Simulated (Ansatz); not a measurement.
GeRh (Pnma, No. 62), treated with LDA in Ansatz (PAW).

Settings: plane-wave cutoff 520 eV, 10×18×10 k mesh (along the axes of the cell as run), Fermi–Dirac smearing 0.05 eV, no spin polarisation, scalar-relativistic PAW data made under PBE.

Cell (relaxed at this level):

```cif
data_Ge4Rh4
_chemical_formula_sum 'Rh4 Ge4'
_space_group_name_H-M_alt 'P 1'
_space_group_IT_number 1
_cell_length_a 5.60671
_cell_length_b 3.26423
_cell_length_c 6.35724
_cell_angle_alpha 90.000
_cell_angle_beta 90.000
_cell_angle_gamma 90.000
loop_
_space_group_symop_operation_xyz
  'x, y, z'
loop_
_atom_site_label
_atom_site_type_symbol
_atom_site_fract_x
_atom_site_fract_y
_atom_site_fract_z
_atom_site_occupancy
Rh1 Rh 0.99422 0.75000 0.20233 1
Rh2 Rh 0.00578 0.25000 0.79767 1
Rh3 Rh 0.50578 0.25000 0.70233 1
Rh4 Rh 0.49422 0.75000 0.29767 1
Ge1 Ge 0.80749 0.75000 0.56510 1
Ge2 Ge 0.19251 0.25000 0.43490 1
Ge3 Ge 0.69251 0.25000 0.06510 1
Ge4 Ge 0.30749 0.75000 0.93490 1
```

Problem. What does this level give for the bulk modulus B0?

Solution. 
- bulk modulus B0 = 174 GPa

The run finds no gap.

Note: the bulk modulus is −V dP/dV from two relaxed cells at ±2 % in volume.

Ansatz is an electronic-structure program.
